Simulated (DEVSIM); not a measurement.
Structure: Schottky contact on p-type GaAs, at 250 K.

```csv
layer (left to right),material,thickness (μm),Na (cm⁻³),τn (s),τp (s)
1,GaAs,1.20,8.8e16,2.7e-9,2.7e-9
```

Left contact: Schottky, work function 4.584 eV, emission velocity 3.7e6 cm/s. Right contact: ohmic. Voltage is applied to the left contact. Recombination: SRH at mid-gap, radiative, Auger. Mobility is μmin + (μ − μmin)/(1 + (N/Nref)^α).

The device is made up for the run: typed textbook-type constants, with dimensions and the other settings drawn at random. Values at 300 K; Nc and Nv go as T^1.5, mobilities as T to minus their exponent, the gap by Varshni's rule with the affinity fixed.

| parameter | GaAs |
|---|---|
| gap (eV) | 1.424 |
| affinity (eV) | 4.07 |
| permittivity | 12.9 |
| Nc (cm⁻³) | 4.7e17 |
| Nv (cm⁻³) | 9e18 |
| μn (cm²/Vs) | 8500 |
| μp (cm²/Vs) | 400 |
| μn,min | 500 |
| μp,min | 20 |
| Nref,n | 6e16 |
| Nref,p | 1.5e17 |
| αn | 0.39 |
| αp | 0.38 |
| T exponent of μn | 2.1 |
| T exponent of μp | 2.2 |
| B (cm³/s) | 2e-10 |
| Cn (cm⁶/s) | 1e-30 |
| Cp (cm⁶/s) | 1e-30 |
| Varshni α (eV/K) | 0.000541 |
| Varshni β (K) | 204 |

Model (solved in DEVSIM): 1D drift-diffusion, Boltzmann statistics, complete ionisation; no tunnelling, impact ionisation, image-force lowering or self-heating. Metal contacts follow the ideal Schottky-Mott rule: no Fermi-level pinning, no interface dipoles.

The doping Na of layer 1 was swept, all else fixed.

| doping Na of layer 1 (cm^-3) | largest field in the device at zero bias (V/cm) | dark forward voltage at 100 A/cm² (V) | potential step across the device at zero bias (V) | dark forward voltage at 1 A/cm² (V) |
|---|---|---|---|---|
| 2.6e15 | 23000 | 0.785 | 0.762 | 0.619 |
| 8.8e15 | 43000 | 0.738 | 0.789 | 0.613 |
| 2.6e16 | 76000 | 0.721 | 0.812 | 0.610 |
| 8.8e16 | 140000 | 0.712 | 0.838 | 0.608 |
| 2.6e17 | 250000 | 0.708 | 0.862 | 0.607 |
| 8.8e17 | 460000 | 0.706 | 0.888 | 0.606 |
| 2.6e18 | 790000 | 0.705 | 0.911 | 0.605 |

From the first row to the last the largest field in the device at zero bias goes from 23000 to 790000. From the first row to the last the dark forward voltage at 100 A/cm² goes from 0.785 to 0.705.
